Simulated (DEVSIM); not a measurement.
System: In0.52Al0.48As/In0.53Ga0.47As n-p heterojunction, at 400 K.

```
layer (left to right)        material  thickness (μm)  Nd (cm⁻³)  Na (cm⁻³)  τn (s)  τp (s)
---------------------  --------------  --------------  ---------  ---------  ------  ------
1                      In0.52Al0.48As          0.0150     1.8e17          -  1.1e-8  1.1e-8
2                      In0.53Ga0.47As           0.180          -     5.3e17  1.1e-8  1.1e-8
```

Left contact: ohmic. Right contact: ohmic. Voltage is applied to the left contact. Recombination: SRH at mid-gap. Mobility is μmin + (μ − μmin)/(1 + (N/Nref)^α).

The device is made up for the run: typed textbook-type constants, with dimensions and the other settings drawn at random. Values at 300 K; Nc and Nv go as T^1.5, mobilities as T to minus their exponent, the gap by Varshni's rule with the affinity fixed.

```csv
parameter,In0.52Al0.48As,In0.53Ga0.47As
gap (eV),1.45,0.74
affinity (eV),4,4.51
permittivity,12.5,13.9
Nc (cm⁻³),5.1e17,2.1e17
Nv (cm⁻³),1.1e19,7.7e18
μn (cm²/Vs),4000,12000
μp (cm²/Vs),75,300
"μn,min",800,300
"μp,min",10,10
"Nref,n",3e16,1.3e17
"Nref,p",1e17,4.9e17
αn,1.1,0.48
αp,0.6,0.4
T exponent of μn,1.5,1.6
T exponent of μp,1.5,1.6
Varshni α (eV/K),0.00042,0.00035
Varshni β (K),180,190
```

Model (solved in DEVSIM): 1D drift-diffusion, Boltzmann statistics, complete ionisation; no tunnelling, impact ionisation, image-force lowering or self-heating. Band offsets follow the typed affinities; no thermionic-emission limit at abrupt steps, no polarisation charge.

### Question
Tabulate band edges, carrier densities and field at zero bias.

### Answer
Energies count from the Fermi level of the right contact; mesh points crowd at the junctions.

```
x (μm)    Ec (eV)  Ev (eV)  n (cm⁻³)  p (cm⁻³)  field (V/cm)
--------  -------  -------  --------  --------  ------------
0.000       0.051   -1.362    1.8e17       120        280000
0.001903    0.105   -1.308    3.7e16       570        290000
0.004315    0.175   -1.238    4.9e15      4300        290000
0.006788    0.248   -1.165    5.8e14     36000        300000
0.01006     0.348   -1.065    3.3e13    640000        310000
0.01255     0.425   -0.988    3.4e12   6100000        310000
0.01452     0.488   -0.925    5.6e11     3.7e7        320000
0.01711     0.051   -0.658    7.3e16    6.1e10        270000
0.02050     0.138   -0.571    5.9e15    7.5e11        240000
0.02489     0.238   -0.471    3.2e14    1.4e13        210000
0.03112     0.358   -0.352    1.0e13    4.4e14        170000
0.04493     0.528   -0.181    7.2e10    6.1e16         78000
0.05947     0.590   -0.120    1.2e10    3.7e17         17000
0.08005     0.602   -0.108     8.5e9    5.2e17          1100
0.1217      0.602   -0.107     8.3e9    5.3e17           ≈ 0
0.1447      0.602   -0.107     8.3e9    5.3e17           ≈ 0
0.1610      0.602   -0.107     8.3e9    5.3e17           ≈ 0
0.1735      0.602   -0.107     8.3e9    5.3e17           ≈ 0
0.1833      0.602   -0.107     8.3e9    5.3e17           ≈ 0
0.1883      0.602   -0.107     8.3e9    5.3e17           ≈ 0
0.1920      0.602   -0.107     8.3e9    5.3e17           ≈ 0
0.1950      0.602   -0.107     8.3e9    5.3e17           ≈ 0
```
